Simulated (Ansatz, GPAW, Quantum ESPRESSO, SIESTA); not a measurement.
## One structure in several programs: TiNi (Pm-3m, 2 atoms in the cell)

Relaxation of cell and atoms.

```
TiNi
1.0
    2.96088     0.00000     0.00000
    0.00000     2.96088     0.00000
    0.00000     0.00000     2.96088
Ti Ni
1 1
Cartesian
  1.48044   1.48044   1.48044
  0.00000   0.00000   0.00000
```

Shared settings, as Ansatz (a first-principles code) writes them: kpoints.mp_grid.grid = 9 9 9; scf.occupations.method = gaussian; scf.occupations.width = 0.1 eV. Potentials and cutoffs stand in the table.

```csv
code,model,final volume (Å³/atom),cutoff
SIESTA,"LDA PW92, numerical atomic orbitals DZP, PseudoDojo LDA standard norm-conserving potentials (rewritten from UPF to PSML)",12.22,grid 300 Ry
GPAW,"LDA (Perdew-Wang 92), GPAW PAW datasets LDA (gpaw-data 1.0.1)",12.73,800 eV
Ansatz,"LDA (PW92), PAW files made with PBE",12.67,420 eV
Quantum ESPRESSO,"LDA (PZ), GBRV 1.5 ultrasoft (LDA) pseudopotentials",12.67,50 Ry
```

On Ansatz's run: spin polarisation is off.

The spread over the programs that give each value: final volume within 0.51 Å³/atom.

SIESTA uses small atom-centred bases, whose incompleteness enters pressures, forces and empty levels differently from a plane-wave cutoff. The same LDA comes in different parametrisations, which differ slightly. The programs treat the finite-basis stress differently while the cell relaxes: Ansatz adds an estimate of it.

The starting cell comes from a database of computed structures (which also holds hypothetical and non-ambient phases and stackings), without a prior relaxation at this level. Its lattice was rescaled by a random factor within 2.5 % of one.

Keys are those of Ansatz 0.2.
